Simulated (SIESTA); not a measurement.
# Short convergence ladders for a (110) slab of ZrSc (cut from a parent of space group no. 187; 6 atoms in the cell)

```yaml
crystal:
  lattice:
    - [5.18079, 0.00000, 0.00000]
    - [0.00000, 5.71449, 0.00000]
    - [0.00000, 0.00000, 17.29921]
  atoms:
    - { symbol: Zr, position: [0.00000, 0.91667, 0.40464] }
    - { symbol: Sc, position: [0.50000, 0.25000, 0.40464] }
    - { symbol: Zr, position: [0.00000, 0.41667, 0.50000] }
    - { symbol: Sc, position: [0.50000, 0.75000, 0.50000] }
    - { symbol: Zr, position: [0.00000, 0.91667, 0.59536] }
    - { symbol: Sc, position: [0.50000, 0.25000, 0.59536] }
```

Base method: LDA PW92, numerical atomic orbitals DZP, PseudoDojo LDA standard norm-conserving potentials (rewritten from UPF to PSML) in SIESTA 5.4.2.

Base settings: XC.functional = LDA; XC.authors = PW92; potentials = PseudoDojo LDA standard; PAO.BasisSize = DZP; PAO.EnergyShift = 0.005 Ry; MeshCutoff = 400 Ry; kgrid.MonkhorstPack = 3 3 1; OccupationFunction = FD; ElectronicTemperature = 100 meV; MaxSCFIterations = 150.

Core times come from one kind of shared machine, to one figure; runs under 30 s give none.

**The vacuum**

The mesh stays at the base's, so the ladder's end is converged at best in this setting alone.

Only quantities that move along the ladder and can be compared are tabulated; forces are left out, as grid noise moves with the cell.

| vacuum between outermost atoms (Å) | free energy less the last step's (meV/atom) | core time / last (rough) |
|---|---|---|
| 3.0 | -591.98 | 1.0 |
| 5.0 | -105.70 | 0.5 |
| 7.0 | -1.51 | 0.7 |
| 10.0 | -0.01 | 0.6 |
| 14.0 | -0.01 | 0.8 |
| 30.0 | 0.00 | 1 |

Smallest vacuum between outermost atoms (Å) that holds the free energy within 2 meV/atom of the last step, with all finer ones: 7.0; the step before is off by 110 meV/atom.

**The k-point mesh**

Only quantities that move along the ladder and can be compared are tabulated.

```tsv
kgrid.MonkhorstPack	free energy less the last step's (meV/atom)	largest difference of a force vector from the last step's (eV/Å)	core time / last (rough)
2 1 1	6.76	0.839	0.6
3 3 1	-6.70	0.083	0.6
4 3 1	-0.56	0.056	0.5
5 4 1	0.97	0.009	0.5
7 6 1	0.17	0.001	0.5
17 15 1	0.00	0.000	1
```

Coarsest kgrid.MonkhorstPack that holds the forces within 0.005 eV/Å of the last step, with all finer ones: 7 6 1; the step before is off by 0.009 eV/Å.

Coarsest kgrid.MonkhorstPack that holds the free energy within 2 meV/atom of the last step, with all finer ones: 4 3 1; the step before is off by 6.7 meV/atom.

On the base run: the starting cell comes from a database of computed structures (which also holds hypothetical and non-ambient phases and stackings), without a prior relaxation at this level. The slab is cut from that crystal, and its faces are unrelaxed. Its lattice was rescaled by up to half a per cent. Values carry the incompleteness of an atom-centred basis. In the base run, forces exceed 1 eV/Å. Without a gap this mesh is coarse (it stands for a supercell whose shortest in-plane vector is 16 Å).
